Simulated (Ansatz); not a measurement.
Ansatz (a quantum-chemistry and plane-wave program) run on Cd3Pt (I4/mmm, 4 atoms in the cell): relaxation of cell and atoms.

Method of the run: LDA (PW92), default PAW files made with PBE (plane waves; Ansatz).

The change in words: atoms on their sites; basis.ecutwfc: 420 eV → 250 eV; relax: default → cell and atoms. Reference geometry:
```
Cd3Pt
1.0
   -2.08638     2.08638     4.33726
    2.08638    -2.08638     4.33726
    2.08638     2.08638    -4.33726
Cd Pt
3 1
Direct
  0.75000   0.25000   0.50000
  0.25000   0.75000   0.50000
  0.50576   0.50576   0.00000
  0.00000   0.00000   0.00000
```

Reference input (self-consistent single point, DFT, LDA (PW92), plane waves, default PAW files made with PBE): basis.ecutwfc = 420 eV; kpoints.mp_grid.grid = 7 7 7; hamiltonian.xc = lda; hamiltonian.pseudopotentials = {kind: paw} (the program's default PAW files); scf.occupations.method = fermi_dirac; scf.occupations.width = 0.1 eV. This run's input differs from it in these lines:

Ansatz 0.2 input:
```diff
@@ -9,6 +9,6 @@
     - { symbol: Cd, position: [0.250000, 0.750000, 0.500000] }
-    - { symbol: Cd, position: [0.505764, 0.505764, 0.000000] }
+    - { symbol: Cd, position: [0.500000, 0.500000, 0.000000] }
     - { symbol: Pt, position: [0.000000, 0.000000, 0.000000] }
 basis:
-  ecutwfc: 420.0
+  ecutwfc: 250.0
 kpoints:
@@ -24,2 +24,4 @@
     width: 0.1
+relax:
+  cell: {}
 output:
```

Output, abridged:

```
   [... SCF lines of the steps left out ...]
relax step   1: F+E_penalty+E_count = -36593.20067121 eV  Δ(F+E_penalty+E_count) = +0.000e0 eV  max|allowed force component| = 1.214e-17 eV/Å  Δτ_max = 0.0000 Å  P = -9.065 GPa  Ω = 75.520 Å³  (8 SCF iters, dr2 threshold 1.00e-7 eV, accepted)
relax step   2: F+E_penalty+E_count = -36597.59417598 eV  Δ(F+E_penalty+E_count) = -4.394e0 eV  max|allowed force component| = 1.041e-17 eV/Å  Δτ_max = 0.0000 Å  P = +80.662 GPa  Ω = 65.223 Å³  energy of the carried Pulay correction = +6.720e0 eV  [...]
   [... lines left out ...]
relax step  54: F+E_penalty+E_count = -36593.30686788 eV  Δ(F+E_penalty+E_count) = -7.787e-4 eV  max|allowed force component| = 9.541e-18 eV/Å  Δτ_max = 0.0000 Å  P = -0.000 GPa  Ω = 70.308 Å³  energy of the carried Pulay correction = +7.774e-4 eV  [...]
relax step  55: F+E_penalty+E_count = -36593.30481052 eV  Δ(F+E_penalty+E_count) = +2.057e-3 eV  max|allowed force component| = 1.648e-17 eV/Å  Δτ_max = 0.0000 Å  P = -0.003 GPa  Ω = 70.308 Å³  stress off target by 2.94e-2 GPa  SCF on the basis [...]
basis re-selected at this cell: Δ(F+E_penalty+E_count) = +2.057e-3 eV, ΔP = -0.003 GPa vs the last step
the relaxation is at rest under the 16 symmetry operations that the run kept from its start: a minimum is not shown …
Stability not checked: this state was not tested for a lower state beside it, because too few of the mixer's solves of this state at the end of the SCF gave a …
Free energy (F): -36593.304811 eV
Internal energy: -36593.274571 eV  (E = F + TS)
   [... lines left out ...]
Fermi energy:    18.301674 eV
  cell:  # Å, volume = 70.3079 Å³
   [... lines left out ...]
    - [2.04166641557326, 2.04166641557326, -4.216716725364076]
  atoms:
    - { symbol: Cd, position: [0.75, 0.24999999999999994, 0.5] }
    - { symbol: Cd, position: [0.24999999999999994, 0.75, 0.5] }
    - { symbol: Cd, position: [0.4999999999999999, 0.4999999999999999, 8.51030669119352e-36] }
    - { symbol: Pt, position: [6.111372965590321e-35, -1.132119958053857e-34, -4.629567519199155e-35] }
```

The run converged. 

Summary of the result:
- Free energy E − TS (on the zero of these files) = -36593.3048 eV
- Fermi level (on the code's own zero) = 18.30 eV
- Pressure = 0.00 GPa
- Final cell = a = 5.1105 Å, b = 5.1105 Å, c = 5.1105 Å, α = 132.91°, β = 132.91°, γ = 68.80°
- Final volume per atom = 17.58 Å³
- Relaxation steps = 55

The starting cell comes from a database of computed structures (which also holds hypothetical and non-ambient phases and stackings), without a prior relaxation at this level. Its lattice was rescaled by up to half a per cent. Spin polarisation is off. The relaxation keeps the symmetry of its start, so its end need not be a minimum. Ansatz's pressure includes its estimate of the finite-basis (Pulay) stress. Without the estimate this run gives -107.07 GPa. The cutoff lies below the one recommended for these files.

Cost on one core of a shared machine: roughly 2 min.
